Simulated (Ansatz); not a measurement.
Start from NbAgO$_{3}$ in the cubic perovskite structure (space group Pm-3m, No. 221; a = 3.950 Å; a cell from a computed database, its experimental status unchecked).

It is then changed as follows: cell and atoms relaxed at a pressure of 1.5 GPa.

Levels (all Ansatz, a quantum-chemistry and plane-wave program, PAW): PBEsol (420 eV, without spin-orbit coupling); HSE06 (420 eV, scalar-relativistic without spin-orbit coupling).

The geometry is relaxed with PBEsol.

- PBEsol lowest conduction level above the VBM at special points: X 1.41 eV; Γ 1.59 eV; R 3.35 eV

### Question
Predict the lowest conduction level above the VBM at special points from HSE06.

### Answer
The lowest conduction level above the VBM at special points changes from X 1.41 eV; Γ 1.59 eV; R 3.35 eV to X 2.75 eV; Γ 2.88 eV; R 5.35 eV.

Single points use the geometry relaxed with PBEsol. The hybrid gap comes from the SCF mesh plus the semilocal run's edge points and a few special points and is an upper bound. The levels and masses belong to the bands next to the band gap. Load acts through the strain it causes; cell and atoms are relaxed under it. Whether these cells are dynamically stable was not tested. Many cubic perovskites are stable only at high temperature; tilts and polar distortions were not tested.
